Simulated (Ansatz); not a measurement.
The structure below was relaxed with PBEsol (Ansatz, an electronic-structure program; PAW; 420 eV plane waves; no spin-orbit coupling).

Space group I4/mmm (No. 139); a = b = 3.0959 Å, c = 13.1562 Å, α = β = γ = 90.00°

| atom | site | symmetry | x | y | z |
|---|---|---|---|---|---|
| N | 2a | 4/mmm | 0.0000 | 0.0000 | 0.0000 |
| N | 4e | 4mm | 0.0000 | 0.0000 | 0.3371 |
| Nb | 4e | 4mm | 0.0000 | 0.0000 | 0.1716 |
| Ta | 2b | 4/mmm | 0.0000 | 0.0000 | 0.5000 |

Question: Write out a cell with all atoms.

Answer: 
```
TaNb2N3
1.0
    3.09594     0.00000     0.00000
    0.00000     3.09594     0.00000
    0.00000     0.00000    13.15624
N Nb Ta
6 4 2
Direct
  0.00000   0.00000   0.00000
  0.00000   0.00000   0.33708
  0.50000   0.50000   0.16292
  0.50000   0.50000   0.50000
  0.50000   0.50000   0.83708
  0.00000   0.00000   0.66292
  0.50000   0.50000   0.32844
  0.00000   0.00000   0.17156
  0.00000   0.00000   0.82844
  0.50000   0.50000   0.67156
  0.50000   0.50000   0.00000
  0.00000   0.00000   0.50000
```
This is the conventional cell.

Each cell is one ordered arrangement of few atoms, which overstates ordering effects compared with a random alloy. No phonon test of stability was made. The final runs are not spin-polarised. The cell was made from TaN by this change: x(Nb) = 0.667, 6 atoms, I4/mmm.
